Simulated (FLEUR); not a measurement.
Input and output of a self-consistent single point for TcN (F-43m, 2 atoms in the cell) (FLEUR).

Method: FLEUR with PBEsol, all-electron FLAPW (FLEUR), scalar-relativistic valence with spin-orbit coupling in second variation.

```
CELL_PARAMETERS angstrom
      0.00000     2.29540     2.29540
      2.29540     0.00000     2.29540
      2.29540     2.29540     0.00000
ATOMIC_POSITIONS crystal
  Tc 0.00000 0.00000 0.00000
  N  0.75000 0.75000 0.75000
```

Reference input (self-consistent single point, DFT, PBEsol, all-electron FLAPW (FLEUR), scalar-relativistic valence): Kmax = 4.8 1/bohr; GmaxXC = 16.8 1/bohr; xcFunctional = PBEs; jspins = 1; l_soc = F; mode = gauss; fermiSmearingEnergy = 0.00999582 Htr; mesh (inpgen div1-3) = 8 8 8; inpgen gamma flag = true; Gmax = 16.8 1/bohr; numbands = 0; maxIterBroyd = 15. This run's input differs from it in these lines:

```diff
@@ -16,2 +16,3 @@
 &kpt div1=8 div2=8 div3=8 gamma=t /
+&soc 0.0 0.0 /
 &end /
@@ -29,5 +30,5 @@
       <magnetism jspins="1"/>
-      <soc l_soc="F" theta="0.0" phi="0.0" spav="F"/>
+      <soc l_soc="T" theta="0.0" phi="0.0" spav="F"/>
       <expertModes spex="0" secvar="F"/>
-      <geometryOptimization l_f="T" forcealpha="1.0" forcemix="BFGS" epsdisp="0.00001" epsforce="0.00001"/>
+      <geometryOptimization l_f="F" forcealpha="1.0" forcemix="BFGS" epsdisp="0.00001" epsforce="0.00001"/>
       <ldaU l_linMix="F" mixParam="0.05" spinf="1.0"/>
```

The program printed (abridged):

```
 Iteration:     1   Distance:      21.24470887 me/bohr^3
 Iteration:     2   Distance:      17.78213841 me/bohr^3
 Iteration:     3   Distance:       9.90867157 me/bohr^3
 Iteration:     4   Distance:       6.39092353 me/bohr^3
 Iteration:     5   Distance:       3.61145481 me/bohr^3
   [... 6 lines left out ...]
 Iteration:    12   Distance:       0.00020691 me/bohr^3
 Iteration:    13   Distance:       0.00002681 me/bohr^3
 Iteration:    14   Distance:       0.00002053 me/bohr^3
 Iteration:    15   Distance:       0.00000209 me/bohr^3
 Run finished successfully
 Stop message:
   all done

[file out, last iteration]
             iter=     15
[...]
          total density-effective poten   -7.0765324140E+03
          total charge density-energy d   -1.3320248083E+02
 Updated energy parameters for spin:           1
[...]
 fermi energy and band-weighting factors:
   [... 5 lines left out ...]

[...]
FERMIE:
          first approx. to ef    (T=0)  :   0.488774 htr   (energy of the highest occ. eigenvalue)
          number of occ. states  (T=0)  :       2677
          first approx. to seigv (T=0)  : -12.998570 htr
          sum of weights of occ. states :  20.003906
          sum of semicore charge        :   0.000000 e
          fermi energy=   0.48932 har   work function= -13.31520 ev
          number of valence electrons=  40.00000
   [... lines left out ...]
     k-point=   43
     k-point=   44
     k-point=   45
     k-point=   46
     k-point=   47
     k-point=   48
     k-point=   49
     k-point=   50
     k-point=   51
     k-point=   52
     k-point=   53
     k-point=   54
     k-point=   55
     k-point=   56
     k-point=   57
     k-point=   58
     k-point=   59
     k-point=   60
      0.008 0.008 0.008 0.008 0.008 0.008 0.008 0.008 0.008 0.008 0.008 0.008 0.008 0.008 0.008 0
```

The run converged in 15 iterations. 

The starting cell comes from a database of computed structures (which also holds hypothetical and non-ambient phases and stackings), without a prior relaxation at this level. Values depend on the basis (sphere radii, cutoffs, local orbitals), which need not be converged.

Cost on one core of a shared machine: roughly 70 s.
